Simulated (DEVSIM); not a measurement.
System: Mo/SiO2/p-GaAs capacitor, at 300 K.

| layer (left to right) | material | thickness (nm) | Na (cm⁻³) |
|---|---|---|---|
| 1 | SiO2 | 2.80 | - |
| 2 | GaAs | 1200 | 1.4e17 |

Metal gate on the left, work function 4.6 eV. Fixed charge at the semiconductor interface -3.4e10 cm⁻² (in units of +e); no interface traps.

Constants are typed, rounded textbook-type inputs, not results; the design itself was drawn at random and stands for no fabricated device. Values at 300 K.

```tsv
parameter	SiO2	GaAs
gap (eV)	9	1.424
affinity (eV)	0.9	4.07
permittivity	3.9	12.9
Nc (cm⁻³)	-	4.7e17
Nv (cm⁻³)	-	9e18
```

DEVSIM, 1D Poisson equation in equilibrium, Boltzmann statistics, complete ionisation; no quantum confinement or tunnelling. Metal contacts follow the ideal Schottky-Mott rule: no Fermi-level pinning, no interface dipoles.

Q: Tabulate band edges, carrier densities and field at 0.1 V on the gate.

A: Energies count from the Fermi level of the right contact; mesh points crowd at the junctions.

```csv
x (μm),Ec (eV),Ev (eV),n (cm⁻³),p (cm⁻³),field (V/cm)
0.000,3.600,-5.400,< 1e2,< 1e2,570000
0.0007947,3.645,-5.355,< 1e2,< 1e2,570000
0.001631,3.692,-5.308,< 1e2,< 1e2,570000
0.002459,3.739,-5.261,< 1e2,< 1e2,570000
0.003635,0.602,-0.822,3.7e7,140000,160000
0.005436,0.631,-0.793,1.2e7,430000,160000
0.008862,0.685,-0.739,1500000,3500000,150000
0.01847,0.824,-0.600,6700,7.6e8,140000
0.03365,1.007,-0.417,< 1e2,8.9e11,110000
0.06253,1.230,-0.194,< 1e2,5.0e15,49000
0.1174,1.315,-0.109,< 1e2,1.3e17,1100
0.2715,1.316,-0.108,< 1e2,1.4e17,≈ 0
0.5149,1.316,-0.108,< 1e2,1.4e17,≈ 0
0.8296,1.316,-0.108,< 1e2,1.4e17,≈ 0
1.049,1.316,-0.108,< 1e2,1.4e17,≈ 0
1.122,1.316,-0.108,< 1e2,1.4e17,≈ 0
1.161,1.316,-0.108,< 1e2,1.4e17,≈ 0
1.181,1.316,-0.108,< 1e2,1.4e17,≈ 0
1.194,1.316,-0.108,< 1e2,1.4e17,≈ 0
1.199,1.316,-0.108,< 1e2,1.4e17,≈ 0
1.201,1.316,-0.108,< 1e2,1.4e17,≈ 0
1.203,1.316,-0.108,< 1e2,1.4e17,≈ 0
```
